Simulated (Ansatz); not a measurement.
## Response to strain in BN

Take BN in the wurtzite structure (space group P6_3mc, No. 186; a = 2.5410 Å, c = 4.2033 Å) as the base.

Strains are applied to the cell and any free atomic positions relax.

The values are results of PBEsol (Ansatz, a quantum-chemistry and plane-wave program), no spin-orbit coupling, not measurements.

Notes on the quantities. energy relative to the base: free energy F.

```json
[
 {"isotropic strain (%)": "0", "energy relative to the base (meV/atom)": "0.0"},
 {"isotropic strain (%)": "0.6", "energy relative to the base (meV/atom)": "2.3"},
 {"isotropic strain (%)": "1.2", "energy relative to the base (meV/atom)": "8.9"},
 {"isotropic strain (%)": "1.8", "energy relative to the base (meV/atom)": "?"},
 {"isotropic strain (%)": "2.4", "energy relative to the base (meV/atom)": "34.4"},
 {"isotropic strain (%)": "3", "energy relative to the base (meV/atom)": "52.9"}
]
```

Q: Fit ΔE = Aε² + Bε³ (ε in %) to the rows shown and predict the withheld row.

A: Least squares on the printed values gives A = 6.37 and B = -0.16 meV/atom (largest residual 0.0 meV/atom); this predicts 19.7 meV/atom, and the run gives 19.6 meV/atom, in agreement.

Stability against distortions was not tested.
